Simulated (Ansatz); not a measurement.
This concerns the energy of the reaction as written. Reaction: 16 Sn (white tin) + H2 (gas) → cell A. A negative value means that the right-hand side lies lower.

Cell A: a slab of Sn (grey tin, Fd-3m) cut along (111), 18 atoms, hexagonal cell of 4.71 Å (19.2 Å²), symmetry P-3m1, 31.2 Å thick under 16 Å of vacuum, in-plane vectors held at the crystal's; planes from bottom to top: H | Sn × 16 | H; added, foreign or displaced atoms, above the top plane and below the bottom plane: two times H bound to 1 Sn at 1.75 Å; spin state with PBE: run without spin, k-point mesh 12×12×1.
```xyz
18
Lattice="4.7057 0.0000 0.0000 -2.3528 4.0752 0.0000 0.0000 0.0000 47.3689" Properties=species:S:1:pos:R:3 pbc="T T T"
Sn     0.0000     0.0000     9.8212
Sn     0.0000     2.7168    10.7274
Sn     0.0000     2.7168    13.5944
Sn     2.3528     1.3584    14.5558
Sn     2.3528     1.3584    17.4349
Sn     0.0000     0.0000    18.3979
Sn     0.0000     0.0000    21.2799
Sn     0.0000     2.7168    22.2431
Sn     0.0000     2.7168    25.1258
Sn     2.3528     1.3584    26.0890
Sn     2.3528     1.3584    28.9710
Sn     0.0000     0.0000    29.9340
Sn     0.0000     0.0000    32.8131
Sn     0.0000     2.7168    33.7745
Sn     0.0000     2.7168    36.6415
Sn     2.3528     1.3584    37.5477
H      0.0000     0.0000     8.0754
H      2.3528     1.3584    39.2935
```

Reference: Sn (white tin, I4₁/amd), 2 atoms in the cell, k-point mesh 22×22×22 on the run's own vectors. Conventional cell: a = b = 5.946 Å, c = 3.217 Å, α = β = γ = 90.00°.

Reference: an isolated H2 molecule (singlet) in a box of 11 × 11 × 13 Å.

Plane-wave PAW calculations with Ansatz (an electronic-structure program), its default PAW set, cutoff 420 eV, 500 eV for r2SCAN. The structures are at rest with PBE, within the held lattices; other levels are single points on them. Neutral cells; Fermi-Dirac smearing of at most 0.10 eV in the solids, energies taken to zero width. The lattices are those relaxed with PBE, so at other levels the solids can be strained, which adds to the spread. A dispersion term (D3(BJ), or D4 for r2SCAN) was computed beside these levels and is taken off wherever the name lacks it. No zero-point or thermal terms. Cells are local rest points, mostly with their start's symmetry. The runs are scalar-relativistic, without spin-orbit coupling. No correction for cell size. Cell A has symmetry P-3m1 and got no random move, so less symmetric positions, which may lie lower, weren't tried.

Levels: PBE, PBE+D3(BJ), LDA, PBEsol, r2SCAN, r2SCAN+D4.

Problem. Is the change downhill or uphill at each level?

Solution. uphill: PBE (0.27), PBE+D3(BJ) (1.96), LDA (1.16), PBEsol (1.34); downhill: r2SCAN (-0.99), r2SCAN+D4 (-0.43) (values in eV; within 0.05 eV of zero counts as too close to call). The levels span 2.95 eV, from r2SCAN (-0.99) to PBE+D3(BJ) (1.96). They disagree on the sign.
